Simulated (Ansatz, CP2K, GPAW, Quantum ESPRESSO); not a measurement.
**One structure in several programs: ZrSnTe (P4/nmm, 6 atoms in the cell)**

Self-consistent single point, at a second geometry (lattice scaled by 0.98). First geometry:

```
CELL_PARAMETERS angstrom
      4.09585     0.00000     0.00000
      0.00000     4.09585     0.00000
      0.00000     0.00000     8.78320
ATOMIC_POSITIONS crystal
  Zr 0.50000 0.00000 0.26357
  Zr 0.00000 0.50000 0.73643
  Sn 0.00000 0.00000 0.00000
  Sn 0.50000 0.50000 0.00000
  Te 0.50000 0.00000 0.61941
  Te 0.00000 0.50000 0.38059
```

Shared settings, as Ansatz (an electronic-structure program) writes them: kpoints.mp_grid.grid = 5 5 3; scf.occupations.method = gaussian; scf.occupations.width = 0.136 eV. Potentials and cutoffs stand in the table.

| code | model | ΔF from the first geometry (meV/atom) | pressure (GPa) | largest force (eV/Å) | cutoff |
|---|---|---|---|---|---|
| Quantum ESPRESSO | PBEsol, PseudoDojo standard norm-conserving (PBESOL) pseudopotentials | -5.2 | 2.29 | 0.181 | 85 Ry |
| Ansatz | PBEsol, PAW files made with PBE | -5.3 | 2.27 | 0.173 | 420 eV |
| CP2K | PBEsol, GPW, DZVP-MOLOPT-SR-GTH basis, GTH-PBE potentials (GTH_POTENTIALS) | 22.8 | 5.68 | 0.250 | grid 500 Ry |
| GPAW | PBEsol, GPAW PAW datasets PBEsol (made by gpaw-setup) | -9.4 | 1.73 | 0.184 | 600 eV |

Size of the force on each atom (eV/Å): Sizes of forces hide their directions.

| code | Zr1 | Zr2 | Sn3 | Sn4 | Te5 | Te6 |
|---|---|---|---|---|---|---|
| Quantum ESPRESSO | 0.181 | 0.181 | 0.000 | 0.000 | 0.172 | 0.172 |
| Ansatz | 0.173 | 0.173 | 0.000 | 0.000 | 0.168 | 0.168 |
| CP2K | 0.250 | 0.250 | 0.000 | 0.000 | 0.192 | 0.192 |
| GPAW | 0.174 | 0.174 | 0.000 | 0.000 | 0.184 | 0.184 |

On Ansatz's run: spin-orbit coupling is off.

The spread over the programs that give each value: ΔF from the first geometry within 32.2 meV/atom; pressure within 3.95 GPa; largest force within 0.077 eV/Å.

CP2K uses small atom-centred bases, whose incompleteness enters pressures, forces and empty levels differently from a plane-wave cutoff. Ansatz's pressure is given at a fixed set of plane waves, as the other plane-wave codes print theirs. In the pressure, CP2K (by 3.41) lies more than 1 GPa from the median of the plane-wave programs.

The starting cell comes from a database of computed structures (which also holds hypothetical and non-ambient phases and stackings), without a prior relaxation at this level. Its lattice was rescaled by a random factor within 2.5 % of one. For this run, on top of that: lattice scaled by 0.98.

Left out of this page: Elk (not drawn, or without a comparable value).

Keys are those of Ansatz 0.2.
